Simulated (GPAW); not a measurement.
## GPAW run on Mn3Si (Fm-3m, 4 atoms in the cell): self-consistent single point

Method of the run: LDA (Perdew-Wang 92), GPAW PAW datasets LDA (gpaw-data 1.0.1) (plane waves; GPAW).

The input file:

```python
from ase import Atoms
from ase.units import GPa
from gpaw import GPAW

atoms = Atoms(['Mn', 'Mn', 'Mn', 'Si'],
              cell=[[0.000000, 2.830386, 2.830386],
                    [2.830386, 0.000000, 2.830386],
                    [2.830386, 2.830386, 0.000000]],
              scaled_positions=[[0.250000, 0.250000, 0.250000],
                                [0.750000, 0.750000, 0.750000],
                                [0.500000, 0.500000, 0.500000],
                                [0.000000, 0.000000, 0.000000]],
              pbc=True)

atoms.set_initial_magnetic_moments([4.0, 4.0, 4.0, 0.0])

calc = GPAW(spinpol=True,
            mode={'name': 'pw', 'ecut': 800},
            xc='LDA',
            kpts=(5, 5, 5),
            occupations={'name': 'methfessel-paxton', 'width': 0.1, 'order': 0},
            nbands=-12,
            convergence={'density': 1e-05},
            symmetry={'symmorphic': False, 'tolerance': 0.0005},
            maxiter=100)

atoms.calc = calc

energy = atoms.get_potential_energy()
print('Energy (eV):', round(energy, 6))
forces = atoms.get_forces()
print('Forces (eV/Ang):')
print(forces.round(5))
stress = atoms.get_stress()
print('Stress (GPa, Voigt):', (stress / GPa).round(4))
```

Log, with long lists cut:

```
Input parameters:
  convergence: {density: 1e-05}
  kpts: [5 5 5]
  maxiter: 100
  mode: {ecut: 800,
         name: pw}
  nbands: -12
  occupations: {name: methfessel-paxton,
                order: 0,
                width: 0.1}
  spinpol: True
  symmetry: {symmorphic: False,
             tolerance: 0.0005}

species:
  Mn:
    name: Manganese
    Z: 25.0
    valence: 15
    core: 10
    charge: 0.0
    file: Mn.LDA.gz

    # Using partial waves for Mn as LCAO basis

  Si:
    name: Silicon
    Z: 14.0
    valence: 4
    core: 10
    charge: 0.0
    file: Si.LDA.gz

    # Using partial waves for Si as LCAO basis

Reference energy: -102225.129105  # eV

Spin-polarized calculation.
Initial magnetic moment: 12.000000

Convergence criteria:
 Maximum [total energy] change in last 3 cyles: 0.0005 eV / valence electron
 Maximum integral of absolute [dens]ity change: 1e-05 electrons / valence electron
 Maximum integral of absolute [eigenst]ate change: 4e-08 eV^2 / valence electron
 Maximum number of scf [iter]ations: 100

Symmetries present (total): 48
Symmetries with fractional translations: 0
125 k-points: 5 x 5 x 5 Monkhorst-Pack grid
10 k-points in the irreducible part of the Brillouin zone
       k-points in crystal coordinates                weights
   0:     0.00000000    0.00000000    0.00000000          1/125
   1:     0.20000000    0.20000000    0.00000000          6/125
   2:     0.20000000    0.20000000    0.20000000          8/125
   [... 7 lines left out ...]

Wave functions: Plane wave expansion
  Cutoff energy: 800.000 eV
  Number of coefficients (min, max): 2277, 2345
  Pulay-stress correction: 0.000000 eV/Ang^3 (de/decut=0.000000)

Occupation numbers: Methfessel-Paxton:
  width: 0.1000  # eV
  order: 0

Eigensolver

Densities:
  Coarse grid: 27*27*27 grid
  Fine grid: 54*54*54 grid
  Total Charge: 0.000000

Density mixing:
  Method: difference
  Backend: pulay
  Linear mixing parameter: 0.05
  old densities: 5
  Damping of long wavelength oscillations: 50

Hamiltonian:
  XC and Coulomb potentials evaluated on a 54*54*54 grid
  External potential:
    NoExternalPotential

Number of atoms: 4
Number of atomic orbitals: 43
Number of bands in calculation: 42
Number of valence electrons: 49
Bands to converge: occupied

Density initialized from atomic densities
  42 bands from LCAO basis set

Atomic positions and initial magnetic moments

Positions:
   0 Mn     1.415193    1.415193    1.415193    ( 0.0000,  0.0000,  4.0000)
   1 Mn     4.245579    4.245579    4.245579    ( 0.0000,  0.0000,  4.0000)
   2 Mn     2.830386    2.830386    2.830386    ( 0.0000,  0.0000,  4.0000)
   3 Si     0.000000    0.000000    0.000000    ( 0.0000,  0.0000,  0.0000)

Unit cell:
           periodic     x           y           z      points  spacing
  1. axis:    yes    0.000000    2.830386    2.830386    27     0.1210
  2. axis:    yes    2.830386    0.000000    2.830386    27     0.1210
  3. axis:    yes    2.830386    2.830386    0.000000    27     0.1210

  Lengths:   4.002770   4.002770   4.002770
  Angles:   60.000000  60.000000  60.000000

Effective grid spacing dv^(1/3) = 0.1321

     iter     time        total  log10-change:  magmom
                         energy   eigst   dens
iter:   1 --:--:--   -36.939002                   +12.0231
iter:   2 --:--:--   -38.176834   -0.85  -1.64    +9.0464
iter:   3 --:--:--   -39.573094   -1.96  -1.63    +4.4479
iter:   4 --:--:--   -39.948078   -2.68  -1.57    +2.7960
iter:   5 --:--:--   -40.395616   -2.83  -1.53    +1.5176
iter:   6 --:--:--   -40.880882   -2.72  -1.48    +0.5378
   [... 7 lines left out ...]
iter:  14 --:--:--   -39.606407   -4.39  -2.57    +0.9102
iter:  15 --:--:--   -39.643423   -4.47  -2.82    +1.1559
iter:  16 --:--:--   -39.673076   -4.36  -2.91    +1.4018
iter:  17 --:--:--   -39.694672   -4.07  -2.75    +1.6202
iter:  18 --:--:--   -39.706599   -4.03  -2.78    +1.8143
iter:  19 --:--:--   -39.706821c  -5.18  -2.72    +1.6859
iter:  20 --:--:--   -39.718351c  -4.70  -2.76    +1.6481
iter:  21 --:--:--   -39.719167c  -5.84  -2.69    +1.6229
iter:  22 --:--:--   -39.711754c  -5.00  -2.65    +1.7458
iter:  23 --:--:--   -39.714166c  -4.95  -2.70    +1.6494
iter:  24 --:--:--   -39.698029c  -4.02  -2.75    +2.0857
iter:  25 --:--:--   -39.686928   -4.15  -2.74    +2.3466
iter:  26 --:--:--   -39.708427c  -3.76  -2.76    +1.8053
iter:  27 --:--:--   -39.668105   -3.22  -2.52    +2.8309
iter:  28 --:--:--   -39.770673   -2.83  -2.82    +1.0992
iter:  29 --:--:--   -39.768590   -4.12  -2.26    +1.5213
iter:  30 --:--:--   -39.770131c  -4.17  -2.22    +1.1390
iter:  31 --:--:--   -39.771707c  -4.98  -2.27    +1.1161
iter:  32 --:--:--   -39.744429   -4.35  -2.27    +1.1070
iter:  33 --:--:--   -39.733681   -4.09  -2.39    +1.1116
iter:  34 --:--:--   -39.730391c  -4.38  -2.63    +1.1022
iter:  35 --:--:--   -39.749096c  -4.52  -2.79    +1.1198
iter:  36 --:--:--   -39.730580c  -4.18  -2.64    +1.1146
iter:  37 --:--:--   -39.728532c  -5.75  -2.98    +1.1080
iter:  38 --:--:--   -39.736328c  -4.48  -3.11    +1.1342
iter:  39 --:--:--   -39.739079c  -4.81  -3.08    +1.1370
   [... 11 lines left out ...]
iter:  51 --:--:--   -39.736507c  -6.19  -3.68    +1.0981
iter:  52 --:--:--   -39.736592c  -6.17  -3.79    +1.0967
iter:  53 --:--:--   -39.736578c  -6.66  -3.83    +1.0995
iter:  54 --:--:--   -39.736538c  -6.39  -3.95    +1.1046
iter:  55 --:--:--   -39.736576c  -6.77  -4.03    +1.1054
iter:  56 --:--:--   -39.736586c  -7.85c -4.00    +1.1052
iter:  57 --:--:--   -39.736559c  -6.54  -4.02    +1.1048
iter:  58 --:--:--   -39.736548c  -7.73c -4.20    +1.1052
iter:  59 --:--:--   -39.736538c  -7.30  -4.26    +1.1058
iter:  60 --:--:--   -39.736555c  -7.98c -4.53    +1.1057
iter:  61 --:--:--   -39.736526c  -7.53c -4.62    +1.1059
iter:  62 --:--:--   -39.736513c  -7.87c -4.40    +1.1061
iter:  63 --:--:--   -39.736530c  -7.40  -4.67    +1.1058
iter:  64 --:--:--   -39.736537c  -8.13c -4.34    +1.1059
iter:  65 --:--:--   -39.736537c -10.00c -4.81    +1.1059
iter:  66 --:--:--   -39.736549c  -8.12c -4.74    +1.1059
iter:  67 --:--:--   -39.736535c  -8.27c -4.96    +1.1059
iter:  68 --:--:--   -39.736580c  -7.19  -5.22c   +1.1057
iter:  69 --:--:--   -39.736551c  -7.57c -4.54    +1.1058
iter:  70 --:--:--   -39.736469c  -6.68  -4.85    +1.1061
iter:  71 --:--:--   -39.736540c  -6.94  -4.23    +1.1059
iter:  72 --:--:--   -39.736540c  -8.76c -4.69    +1.1059
iter:  73 --:--:--   -39.736540c -10.45c -4.69    +1.1059
iter:  74 --:--:--   -39.736541c -10.56c -4.70    +1.1059
iter:  75 --:--:--   -39.736541c -11.17c -4.76    +1.1059
iter:  76 --:--:--   -39.736546c  -8.50c -4.74    +1.1059
iter:  77 --:--:--   -39.736548c  -9.85c -5.45c   +1.1059

Converged after 77 iterations.

Dipole moment: (-0.000000, -0.000000, -0.000000) |e|*Ang

Total magnetic moment: (0.000000, 0.000000, 1.105871)
Local magnetic moments:
   0 Mn ( 0.000000,  0.000000, -0.584044)
   1 Mn ( 0.000000,  0.000000, -0.584044)
   2 Mn ( 0.000000,  0.000000,  2.195363)
   3 Si ( 0.000000,  0.000000,  0.029029)

Energy contributions relative to reference atoms: (reference = -102225.129105)

Kinetic:         -2.561127
Potential:       +3.541996
External:        +0.000000
XC:             -41.257681
Entropy (-ST):   -0.021913
Local:           +0.551221
SIC:             +0.000000
--------------------------
Free energy:    -39.747504
Extrapolated:   -39.736548

Spin contamination: 1.216433 electrons
Showing only first 2 kpts
                      Up                     Down
 Kpt  Band  Eigenvalues  Occupancy  Eigenvalues  Occupancy
  0    22     10.35402    0.19387     10.52979    0.00040
  0    23     10.97205    0.00000     10.52979    0.00040
  0    24     10.97205    0.00000     11.17376    0.00000
  0    25     10.97205    0.00000     11.17376    0.00000

  1    22     10.33055    0.29744      9.82401    1.00000
  1    23     10.33055    0.29744     10.11373    0.99437
  1    24     10.33061    0.29718     11.15507    0.00000
  1    25     10.54807    0.00015     11.43763    0.00000

Fermi level: 10.29295

No gap
No difference between direct/indirect transitions
Energy (eV): -39.736548

Forces in eV/Ang:
  0 Mn    0.00000    0.00000    0.00000
  1 Mn    0.00000    0.00000    0.00000
  2 Mn    0.00000    0.00000    0.00000
  3 Si    0.00000   -0.00000    0.00000

Stress tensor:
     0.110196     0.000000     0.000000
     0.000000     0.110196    -0.000000
     0.000000    -0.000000     0.110196
Stress (GPa, Voigt): [17.6554 17.6554 17.6554 -0.      0.      0.    ]
```

The run converged in 77 iterations. GPAW prints stress with tension positive.

The starting cell comes from a database of computed structures (which also holds hypothetical and non-ambient phases and stackings), without a prior relaxation at this level. Its lattice was rescaled by up to half a per cent. The magnetic order is the one reached from the typed start; others were not searched systematically. With a pressure of about -18 GPa the cell is away from its equilibrium volume at this level.

Cost on one core of a shared machine: roughly 6 min.
